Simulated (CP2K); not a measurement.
**Worked example: self-consistent single point of ScIn3 (Pm-3m, 4 atoms in the cell) in CP2K**

Level of theory: PBEsol, GPW, DZVP-MOLOPT-SR-GTH basis, GTH-PBE potentials (GTH_POTENTIALS) (CP2K 2026.2).

Input:

```
&GLOBAL
  PROJECT scin3
  RUN_TYPE ENERGY_FORCE
  PRINT_LEVEL MEDIUM
&END GLOBAL
&FORCE_EVAL
  METHOD Quickstep
  STRESS_TENSOR ANALYTICAL
  &DFT
    BASIS_SET_FILE_NAME BASIS_MOLOPT
    POTENTIAL_FILE_NAME GTH_POTENTIALS
    &QS
      METHOD GPW
      EPS_DEFAULT 1E-10
    &END QS
    &MGRID
      CUTOFF 600
      REL_CUTOFF 50
      NGRIDS 5
    &END MGRID
    &SCF
      SCF_GUESS ATOMIC
      EPS_SCF 1E-6
      MAX_SCF 100
      ADDED_MOS 9
      &DIAGONALIZATION
        ALGORITHM STANDARD
      &END DIAGONALIZATION
      &MIXING
        METHOD BROYDEN_MIXING
        ALPHA 0.2
        NBUFFER 8
      &END MIXING
      &SMEAR ON
        METHOD FERMI_DIRAC
        ELECTRONIC_TEMPERATURE [K] 1160.45
      &END SMEAR
    &END SCF
    &KPOINTS
      SCHEME MONKHORST-PACK 6 6 6
      GAMMA_CENTERED T
    &END KPOINTS
    &XC
      &XC_FUNCTIONAL
        &PBE
          PARAMETRIZATION PBESOL
        &END PBE
      &END XC_FUNCTIONAL
    &END XC
    &PRINT
      &MO
        EIGENVALUES T
        OCCUPATION_NUMBERS T
        NDIGITS 8
        FILENAME mo
        &EACH
          QS_SCF 0
        &END EACH
        ADD_LAST NUMERIC
      &END MO
      &MULLIKEN ON
      &END MULLIKEN
    &END PRINT
  &END DFT
  &SUBSYS
    &CELL
      A 4.49569000 0.00000000 0.00000000
      B 0.00000000 4.49569000 0.00000000
      C 0.00000000 0.00000000 4.49569000
      PERIODIC XYZ
    &END CELL
    &COORD
      SCALED
      Sc       0.00000000     0.00000000     0.00000000
      In       0.00000000     0.50000000     0.50000000
      In       0.50000000     0.00000000     0.50000000
      In       0.50000000     0.50000000     0.00000000
    &END COORD
    &KIND Sc
      BASIS_SET DZVP-MOLOPT-SR-GTH
      POTENTIAL GTH-PBE-q11
    &END KIND
    &KIND In
      BASIS_SET DZVP-MOLOPT-SR-GTH
      POTENTIAL GTH-PBE-q13
    &END KIND
  &END SUBSYS
  &PRINT
    &FORCES ON
    &END FORCES
    &STRESS_TENSOR ON
    &END STRESS_TENSOR
  &END PRINT
&END FORCE_EVAL
```

Output, abridged:

```
 GLOBAL| Method name                                                        CP2K
 GLOBAL| Project name                                                      scin3
 GLOBAL| Run type                                                   ENERGY_FORCE

 CELL| Volume [angstrom^3]:                                            90.863418
 CELL| Vector a [angstrom]:       4.496     0.000     0.000   |a| =     4.495690
 CELL| Vector b [angstrom]:       0.000     4.496     0.000   |b| =     4.495690
 CELL| Vector c [angstrom]:       0.000     0.000     4.496   |c| =     4.495690
 CELL| Angle (b,c), alpha [degree]:                                    90.000000
 CELL| Angle (a,c), beta  [degree]:                                    90.000000
 CELL| Angle (a,b), gamma [degree]:                                    90.000000
 CELL| Numerically orthorhombic:                                             YES
 CELL| Periodicity                                                           XYZ

 DFT| Spin restricted Kohn-Sham (RKS) calculation                            RKS
 DFT| Multiplicity                                                             1
 DFT| Number of spin states                                                    1
 DFT| Charge                                                                   0
 DFT| XC density smoothing                                                  NONE
 DFT| XC derivatives                                                          PW

 QS| Method:                                                                 GPW
 QS| Density plane wave grid type                        NON-SPHERICAL FULLSPACE
 QS| Number of grid levels:                                                    5
 QS| Density cutoff [a.u.]:                                                300.0
 QS| Multi grid cutoff [a.u.]: 1) grid level                               300.0
   [... lines left out ...]
 BRILLOUIN| Wavefunction type                                            COMPLEX
 BRILLOUIN| List of Kpoints [2 Pi/Bohr]                                      112
 BRILLOUIN| Number           Weight            X              Y              Z
 BRILLOUIN|     1           0.00926       -0.33333       -0.33333       -0.33333
 BRILLOUIN|     2           0.00926       -0.33333       -0.33333       -0.16667
 BRILLOUIN|     3           0.00926       -0.33333       -0.33333        0.00000
   [... 109 lines left out ...]
 *******************************************************************************

 Extrapolation method: initial_guess

 Re-scaling the density matrix to get the right number of electrons
                  # Electrons              Trace(P)               Scaling factor
                           50                50.000                        1.000

 Number of electrons:                                                         50
 Number of occupied orbitals:                                                 25
 Number of molecular orbitals:                                                34

 Number of orbital functions:                                                101
 Number of independent orbital functions:                                    101
 SCF WAVEFUNCTION OPTIMIZATION

  Step     Update method      Time    Convergence         Total energy    Change
     1 NoMix/Diag. 0.20E+00      -     1.41922982      -215.8016317383 -2.16E+02
     2 Broy./Diag. 0.20E+00      -     0.06813443      -216.3779779807 -5.76E-01
     3 Broy./Diag. 0.20E+00      -     0.06071848      -216.0835469513  2.94E-01
     4 Broy./Diag. 0.20E+00      -     0.07047819      -215.5330176460  5.51E-01
     5 Broy./Diag. 0.20E+00      -     0.00550127      -215.2524444260  2.81E-01
     6 Broy./Diag. 0.20E+00      -     0.00312564      -215.2682891062 -1.58E-02
     7 Broy./Diag. 0.20E+00      -     0.00058374      -215.3019595706 -3.37E-02
     8 Broy./Diag. 0.20E+00      -     0.00055695      -215.3039209511 -1.96E-03
     9 Broy./Diag. 0.20E+00      -     0.00002625      -215.3023901451  1.53E-03
    10 Broy./Diag. 0.20E+00      -     0.00002138      -215.3023248946  6.53E-05
    11 Broy./Diag. 0.20E+00      -     0.00000161      -215.3023453761 -2.05E-05
    12 Broy./Diag. 0.20E+00      -     0.00000098      -215.3023482139 -2.84E-06
  *** SCF run converged in    12 steps ***

  Electronic density on regular grids:        -49.9999999993        0.0000000007
  Core density on regular grids:               49.9999999955       -0.0000000045
  Total charge density on r-space grids:       -0.0000000038
  Total charge density g-space grids:          -0.0000000038

  Overlap energy of the core charge distribution:               0.00000000000037
  Self energy of the core charge distribution:               -358.51130544847319
  Core Hamiltonian energy:                                    105.77455359427317
  Hartree energy:                                              65.58551486275122
  Exchange-correlation energy:                                -28.14924221913503
  Electronic entropic energy:                                  -0.00186900191068
  Fermi energy:                                                 0.31354436943524

  Total energy:                                              -215.30234821387069
  Total energy (extrapolated to T->0):                       -215.30141371291535

                     Mulliken Population Analysis

 #  Atom  Element  Kind  Atomic population                           Net charge
       1     Sc       1         11.803038                             -0.803038
       2     In       2         12.732327                              0.267673
       3     In       2         12.732315                              0.267685
       4     In       2         12.732320                              0.267680
 # Total charge                             50.000000                 -0.000000

 ENERGY| Total FORCE_EVAL ( QS ) energy [hartree]           -215.302347012591781

 FORCES| Atomic forces [hartree/bohr]
 FORCES|   Atom     x               y               z               |f|
 FORCES|      1  4.36185212E-10  4.36185041E-10  4.36184158E-10   7.55494242E-10
 FORCES|      2  3.29479788E-10  3.29485340E-10  3.29495099E-10   5.70687778E-10
 FORCES|      3  3.29484077E-10  3.29482126E-10  3.29481838E-10   5.70680742E-10
 FORCES|      4  3.29484496E-10  3.29484756E-10  3.29472437E-10   5.70677075E-10
 FORCES| Sum     1.42463357E-09  1.42463726E-09  1.42463353E-09
 FORCES| Total atomic force                                       2.46753984E-09

 STRESS| Analytical stress tensor [bar]
 STRESS|                        x                   y                   z
 STRESS|      x       -1.29085078216E+04   3.15025742266E-04   3.15024783772E-04
 STRESS|      y        3.15025742266E-04  -1.29083524780E+04   3.15025372389E-04
 STRESS|      z        3.15024783772E-04   3.15025372389E-04  -1.29081413302E+04
 STRESS| 1/3 Trace                                            -1.29083338766E+04
```

The run converged in 12 iterations.

The starting cell comes from a database of computed structures (which also holds hypothetical and non-ambient phases and stackings), without a prior relaxation at this level. Values carry the incompleteness of an atom-centred basis. The potentials were made for another functional than the one used.

Cost on one core of a shared machine: roughly 70 s.
